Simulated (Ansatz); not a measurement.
TiC: response to strain

Start from TiC in the rock salt structure (space group Fm-3m, No. 225; a = 4.2934 Å; relaxed with 0.1 eV smearing).

Strains are applied to the cell and any free atomic positions relax.

The values are results of plane-wave PAW DFT at the PBEsol level (Ansatz, a program for electronic structure, 420 eV), without spin-orbit coupling, not measurements.

Candidates:
(a) isotropic strain −1.00 %
(b) isotropic strain +2.50 %
(c) isotropic strain +3.00 %
(d) isotropic strain −3.00 %
(e) isotropic strain −2.50 %

Notes on the quantities. energy relative to the base: free energy F.

**Question.** Order them by energy relative to the base, highest first.

**Answer.** (d) isotropic strain −3.00 % (+73 meV/atom), (c) isotropic strain +3.00 % (+61 meV/atom), (e) isotropic strain −2.50 % (+50 meV/atom), (b) isotropic strain +2.50 % (+43 meV/atom), (a) isotropic strain −1.00 % (+7.7 meV/atom)

Stability against distortions was not tested. The final runs are not spin-polarised.
